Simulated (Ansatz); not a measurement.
Ansatz (a first-principles code) run on CdS (F-43m, 2 atoms in the cell): self-consistent single point.

Method: PBE, PAW files (plane waves; Ansatz).

The change in words: lattice scaled by 0.97. Reference geometry:
```xyz
2
Lattice="0.0000 3.0018 3.0018 3.0018 0.0000 3.0018 3.0018 3.0018 0.0000" Properties=species:S:1:pos:R:3 pbc="T T T"
Cd     0.0000     0.0000     0.0000
S      1.5009     1.5009     1.5009
```

Reference input (self-consistent single point, DFT, PBE, plane waves, PAW files): basis.ecutwfc = 420 eV; kpoints.mp_grid.grid = 5 5 5; hamiltonian.xc = pbe; hamiltonian.pseudopotentials = {kind: paw} (the program's default PAW files); scf.occupations.method = gaussian; scf.occupations.width = 0.05 eV. This run's input differs from it in these lines:

```diff
@@ -3,5 +3,5 @@
   lattice:
-    - [0.00000000, 3.00181400, 3.00181400]
-    - [3.00181400, 0.00000000, 3.00181400]
-    - [3.00181400, 3.00181400, 0.00000000]
+    - [0.00000000, 2.91176000, 2.91176000]
+    - [2.91176000, 0.00000000, 2.91176000]
+    - [2.91176000, 2.91176000, 0.00000000]
   atoms:
```

Output, abridged:

```
SCF iter   1: F=—  HF=-9157.945053 eV  |F-HF|=—  |Δ(HF+E_count)|=         —  Δρ=2.86e-2  dr2=3.58e-1  ethr=3.10e-3  ⟨swp⟩=5.5  Hψ=932  notcnv=0
all-band conjugate gradients solve this SCF's bands
preconditioner: auto → none
SCF iter   2: F=—  HF=-9157.863840 eV  |F-HF|=—  |Δ(HF+E_count)|=   8.12e-2  Δρ=1.19e-2  dr2=3.41e-2  ethr=1.38e-3  ⟨swp⟩=2.3  Hψ=382  notcnv=0
SCF iter   3: F=—  HF=-9157.865232 eV  |F-HF|=—  |Δ(HF+E_count)|=   1.39e-3  Δρ=5.02e-3  dr2=6.28e-3  ethr=1.31e-4  ⟨swp⟩=2.9  Hψ=275  notcnv=0
SCF iter   4: F=—  HF=-9157.866477 eV  |F-HF|=—  |Δ(HF+E_count)|=   1.24e-3  Δρ=8.73e-4  dr2=4.60e-4  ethr=2.42e-5  ⟨swp⟩=2.9  Hψ=293  notcnv=0
SCF iter   5: F=—  HF=-9157.866315 eV  |F-HF|=—  |Δ(HF+E_count)|=   1.62e-4  Δρ=2.19e-4  dr2=8.94e-6  ethr=1.77e-6  ⟨swp⟩=2.0  Hψ=250  notcnv=0
SCF iter   6: F=—  HF=-9157.866329 eV  |F-HF|=—  |Δ(HF+E_count)|=   1.42e-5  Δρ=3.06e-5  dr2=3.72e-7  ethr=3.44e-8  ⟨swp⟩=2.0  Hψ=260  notcnv=0
SCF iter   7: F=-9157.866329 eV  HF=-9157.866329 eV  |F-HF|=1.01e-8  |Δ(HF+E_count)|=   1.05e-7  Δρ=5.59e-6  dr2=1.04e-8  ethr=3.85e-10  ⟨swp⟩=6.5  Hψ=792  notcnv=0
SCF 1 converged in 7 iterations: F = -9157.866329 eV  dr2 = 1.04e-8
Free energy (F): -9157.866329 eV
Internal energy: -9157.866329 eV  (E = F + TS)
E sigma→0 (E₀):  -9157.866329 eV
Fermi energy:    7.563022 eV
--- Forces (eV/Å), atoms counted from 1 ---
  atom   1  Cd     0.00000000    -0.00000000     0.00000000
  atom   2  S     -0.00000000     0.00000000    -0.00000000
--- Stress (GPa, compression-positive) ---
        3.229437      -0.000000      -0.000000
        0.000000       3.229437       0.000000
       -0.000000       0.000000       3.229437
  P = ⅓ Tr σ = 3.2294 GPa (32.294 kbar)
  The stress holds the Pulay correction. Without it, at fixed plane waves, as pw.x and ABINIT print it: P = 3.2010 GPa
```

The run converged in 7 iterations. Against the reference run the free energy goes up by 7.0 meV/atom, the pressure goes from -1.86 to 3.23 GPa and the gap on the mesh goes from 0.950 to 1.151 eV.

The starting cell comes from a database of computed structures (which also holds hypothetical and non-ambient phases and stackings), without a prior relaxation at this level. Its lattice was rescaled by a random factor within 2.5 % of one. For this run, on top of that: lattice scaled by 0.97. Ansatz's pressure includes its estimate of the finite-basis (Pulay) stress.

Keys are those of Ansatz 0.2.
